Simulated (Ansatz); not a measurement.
Take BaTiO3 in the cubic perovskite structure (space group Pm-3m, No. 221) as the base.

```yaml
crystal:
  lattice:
    - [4.01924, 0.00000, 0.00000]
    - [0.00000, 4.01924, 0.00000]
    - [0.00000, 0.00000, 4.01924]
  atoms:
    - { symbol: Ba, position: [0.00000, 0.00000, 0.00000] }
    - { symbol: Ti, position: [0.50000, 0.50000, 0.50000] }
    - { symbol: O, position: [0.50000, 0.00000, 0.50000] }
    - { symbol: O, position: [0.00000, 0.50000, 0.50000] }
    - { symbol: O, position: [0.50000, 0.50000, 0.00000] }
```

Calculations: plane-wave PAW DFT at the PBE level (Ansatz, a quantum-chemistry and plane-wave program, 420 eV), scalar-relativistic without spin-orbit coupling.

Strains are applied to the cell and any free atomic positions relax.

One change was made to it. Results:

```json
[
 {"quantity": "energy relative to the base (free energy F)", "base": "0 meV/atom", "after": "+31 meV/atom"},
 {"quantity": "pressure", "base": "0.00 GPa", "after": "-9.87 GPa"},
 {"quantity": "mean gap deformation potential ΔEg/Δln V", "base": "–", "after": "-2.2 eV"},
 {"quantity": "gap character", "base": "indirect, R → Γ", "after": "indirect, R → Γ"}
]
```

Q: What was done to the base?
A) isotropic strain +1.80 %
B) isotropic strain +2.40 %
C) isotropic strain +1.20 %

A: B, isotropic strain +2.40 %. For comparison, the energy relative to the base in the other runs: isotropic strain +1.20 % gives +8.2 meV/atom; isotropic strain +1.80 % gives +18 meV/atom.

Stability against distortions was not tested. All final runs are without spin polarisation. Many cubic perovskites are stable only at high temperature; tilts and polar distortions were not tested. This is not the structure that BaTiO3 has at room temperature and ambient pressure.
